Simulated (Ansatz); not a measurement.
**Y (model structure, Im-3m, No. 229, 1 atom in the cell): properties by level of theory**

```
level (code)     lattice constant a (Å)  cohesive energy (eV/atom)
---------------  ----------------------  -------------------------
LDA (Ansatz)                      3.911                        ___
PBE (Ansatz)                        ___                       4.06
PBEsol (Ansatz)                     ___                        ___
```

Problem. What belongs in the gaps?

Solution. 
- LDA (Ansatz, a first-principles code), cohesive energy (eV/atom): 4.79
- PBE (Ansatz), lattice constant a (Å): 4.042
- PBEsol (Ansatz), lattice constant a (Å): 3.973
- PBEsol (Ansatz), cohesive energy (eV/atom): 4.48

Ansatz's density-functional and Hartree–Fock values are scalar-relativistic unless marked +SOC, with PAW data made under PBE.

Free atoms are spin-polarised, in the lowest state found; at levels without +SOC their spin–orbit coupling is left out.

Computed values are for the static lattice.

A model structure was made by putting elements into a prototype or built by hand; it is no filed structure, need not be a known phase, and can be a saddle point held by its symmetry.
